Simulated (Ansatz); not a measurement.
Start from Mg in the hcp (Mg type) structure (space group P6_3/mmc, No. 194; a = 3.175 Å, c = 5.163 Å; relaxed with 0.1 eV smearing).

All numbers come from PBEsol (Ansatz, a quantum-chemistry and plane-wave program, PAW, spin-orbit coupling left out).

For the base:

The pressure is 0.0 GPa.

The change: the cell is scaled by 1.0150 in all directions; the atoms relax in the strained cell.

Predict the new pressure and energy relative to the base.

The pressure (mean of the normal stresses, compression positive) goes from zero to -1.5 GPa; the energy increases by 5.1 meV/atom.

Whether these cells are dynamically stable was not tested.
